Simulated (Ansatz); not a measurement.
The starting structures come from a database of crystals and need not be the phases stable at ambient conditions.

 Where the default PAW files enter, the runs use the earlier of Ansatz's two default sets.

By LDA and PBEsol, the system below comes out a metal.

Consider the following.

```
CELL_PARAMETERS angstrom
      4.32369     0.00000     0.00000
      0.00000     5.43252     0.00000
      0.00000     0.00000     4.76457
ATOMIC_POSITIONS crystal
  Cu 0.50000 0.00000 0.30100
  Cu 0.00000 0.50000 0.69900
  Cu 0.00000 0.24948 0.15581
  Cu 0.00000 0.75052 0.15581
  Cu 0.50000 0.25052 0.84419
  Cu 0.50000 0.74948 0.84419
  Sn 0.50000 0.50000 0.34118
  Sn 0.00000 0.00000 0.65882
```

Space group of this cell: Pmmn. The cell is taken as given; by PBEsol its mean pressure is -1.8 GPa.

The current runs along the normal of the first two printed vectors. All runs by Ansatz (a program for electronic structure), plane waves and PAW, without spin-orbit coupling; the base is PBEsol.

```json
[
 {"run": "base", "mean pressure (GPa)": "-1.8", "G/A, both spins (10¹⁵ S/m²)": "0.73"},
 {"run": "all lengths scaled by 0.98", "mean pressure (GPa)": "7.0", "G/A, both spins (10¹⁵ S/m²)": "0.76"},
 {"run": "all lengths scaled by 1.02", "mean pressure (GPa)": "-8.0", "G/A, both spins (10¹⁵ S/m²)": "(withheld)"},
 {"run": "lda in place of pbesol", "mean pressure (GPa)": "-6.4", "G/A, both spins (10¹⁵ S/m²)": "0.73"},
 {"run": "lengths across the current scaled by 0.98, ions clamped", "mean pressure (GPa)": "3.9", "G/A, both spins (10¹⁵ S/m²)": "(withheld)"},
 {"run": "lengths across the current scaled by 1.02, ions clamped", "mean pressure (GPa)": "-6.1", "G/A, both spins (10¹⁵ S/m²)": "(withheld)"},
 {"run": "lengths along the current scaled by 0.97, ions clamped", "mean pressure (GPa)": "2.4", "G/A, both spins (10¹⁵ S/m²)": "0.74"},
 {"run": "lengths along the current scaled by 1.03, ions clamped", "mean pressure (GPa)": "-5.0", "G/A, both spins (10¹⁵ S/m²)": "0.71"}
]
```

### Question
Fill in the missing entries.

### Answer

- all lengths scaled by 1.02, G/A, both spins (10¹⁵ S/m²): 0.70
- lengths across the current scaled by 0.98, ions clamped, G/A, both spins (10¹⁵ S/m²): 0.75
- lengths across the current scaled by 1.02, ions clamped, G/A, both spins (10¹⁵ S/m²): 0.70
